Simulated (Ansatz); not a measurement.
Partial pair distribution functions of a relaxed model of amorphous silicon oxynitride (Si$_{30}$N$_{34}$O$_{9}$), broadened by 0.06 Å; density 2.89 g/cm³. Level of theory: PBE, scalar-relativistic without spin-orbit coupling (plane waves to 420 eV, PAW; Ansatz, a quantum-chemistry and plane-wave program).

The cell was made by melting and quenching with the CHGNet potential and then relaxed with DFT. O and N atoms were pushed apart under 1.9 Å during the dynamics, to hinder bonds among them. The hot cell started wider than the set density and was brought back towards it in steps. It is the lowest in DFT energy of 2 quenches. It is a model cell: composition and starting density were chosen by hand, and all elements were melted together. No dispersion term was used. Its density started from a set value of 2.89 and ended at 2.89 g/cm³. The simulated quench (nominally 450 K/ps over its main leg) is rapid and tends to freeze in more defects than a deposited or slowly cooled glass has. One small periodic cell is one sample of the glass; other quenches scatter about these values. The volume was held where the preparation left it, at a PBE pressure of -0.9 GPa (tension). Stress components on the final sampling reach 7.2 GPa. Cycles of charging lowered its energy after that relaxation.

```json
[
 {"r (Å)": "1.40", "g Si-N": "0.00", "g Si-O": "0.00", "g Si-Si": "0.00", "g N-N": "0.00"},
 {"r (Å)": "1.50", "g Si-N": "0.12", "g Si-O": "0.54", "g Si-Si": "0.00", "g N-N": "0.00"},
 {"r (Å)": "1.60", "g Si-N": "1.94", "g Si-O": "6.59", "g Si-Si": "0.00", "g N-N": "0.00"},
 {"r (Å)": "1.70", "g Si-N": "8.62", "g Si-O": "8.19", "g Si-Si": "0.00", "g N-N": "0.00"},
 {"r (Å)": "1.80", "g Si-N": "8.26", "g Si-O": "0.85", "g Si-Si": "0.00", "g N-N": "0.00"},
 {"r (Å)": "1.90", "g Si-N": "2.10", "g Si-O": "0.01", "g Si-Si": "0.00", "g N-N": "0.00"},
 {"r (Å)": "2.00", "g Si-N": "0.30", "g Si-O": "0.00", "g Si-Si": "0.00", "g N-N": "0.00"},
 {"r (Å)": "2.10", "g Si-N": "0.09", "g Si-O": "0.00", "g Si-Si": "0.00", "g N-N": "0.00"},
 {"r (Å)": "2.20", "g Si-N": "0.01", "g Si-O": "0.00", "g Si-Si": "0.00", "g N-N": "0.00"},
 {"r (Å)": "2.30", "g Si-N": "0.00", "g Si-O": "0.00", "g Si-Si": "0.09", "g N-N": "0.08"},
 {"r (Å)": "2.40", "g Si-N": "0.04", "g Si-O": "0.00", "g Si-Si": "0.52", "g N-N": "0.42"},
 {"r (Å)": "2.50", "g Si-N": "0.06", "g Si-O": "0.00", "g Si-Si": "0.60", "g N-N": "0.45"},
 {"r (Å)": "2.60", "g Si-N": "0.01", "g Si-O": "0.00", "g Si-Si": "0.30", "g N-N": "0.89"},
 {"r (Å)": "2.70", "g Si-N": "0.05", "g Si-O": "0.01", "g Si-Si": "0.78", "g N-N": "2.61"},
 {"r (Å)": "2.80", "g Si-N": "0.14", "g Si-O": "0.30", "g Si-Si": "1.88", "g N-N": "4.30"},
 {"r (Å)": "2.90", "g Si-N": "0.26", "g Si-O": "0.97", "g Si-Si": "2.43", "g N-N": "3.68"},
 {"r (Å)": "3.00", "g Si-N": "0.28", "g Si-O": "0.78", "g Si-Si": "3.25", "g N-N": "2.20"},
 {"r (Å)": "3.10", "g Si-N": "0.48", "g Si-O": "1.37", "g Si-Si": "3.13", "g N-N": "1.67"},
 {"r (Å)": "3.20", "g Si-N": "0.83", "g Si-O": "1.51", "g Si-Si": "2.33", "g N-N": "1.03"},
 {"r (Å)": "3.30", "g Si-N": "1.01", "g Si-O": "0.99", "g Si-Si": "1.23", "g N-N": "0.72"},
 {"r (Å)": "3.40", "g Si-N": "1.19", "g Si-O": "1.03", "g Si-Si": "0.26", "g N-N": "0.45"},
 {"r (Å)": "3.50", "g Si-N": "1.39", "g Si-O": "1.12", "g Si-Si": "0.41", "g N-N": "0.44"},
 {"r (Å)": "3.60", "g Si-N": "1.17", "g Si-O": "0.95", "g Si-Si": "0.23", "g N-N": "0.45"},
 {"r (Å)": "3.70", "g Si-N": "1.27", "g Si-O": "1.43", "g Si-Si": "0.29", "g N-N": "0.34"},
 {"r (Å)": "3.80", "g Si-N": "1.13", "g Si-O": "1.49", "g Si-Si": "0.37", "g N-N": "0.35"},
 {"r (Å)": "3.90", "g Si-N": "1.31", "g Si-O": "1.47", "g Si-Si": "0.53", "g N-N": "0.47"},
 {"r (Å)": "4.00", "g Si-N": "1.57", "g Si-O": "1.92", "g Si-Si": "0.78", "g N-N": "0.62"},
 {"r (Å)": "4.10", "g Si-N": "1.51", "g Si-O": "1.82", "g Si-Si": "0.70", "g N-N": "0.80"},
 {"r (Å)": "4.20", "g Si-N": "1.55", "g Si-O": "1.64", "g Si-Si": "0.86", "g N-N": "0.69"},
 {"r (Å)": "4.30", "g Si-N": "1.57", "g Si-O": "1.36", "g Si-Si": "0.92", "g N-N": "0.90"},
 {"r (Å)": "4.40", "g Si-N": "1.38", "g Si-O": "1.03", "g Si-Si": "0.67", "g N-N": "0.79"},
 {"r (Å)": "4.50", "g Si-N": "1.32", "g Si-O": "0.82", "g Si-Si": "0.94", "g N-N": "0.56"},
 {"r (Å)": "4.60", "g Si-N": "0.97", "g Si-O": "0.62", "g Si-Si": "1.16", "g N-N": "0.90"},
 {"r (Å)": "4.70", "g Si-N": "0.87", "g Si-O": "0.66", "g Si-Si": "1.51", "g N-N": "1.45"}
]
```

Within 2.18 Å each Si has 3.37 N neighbours on average.
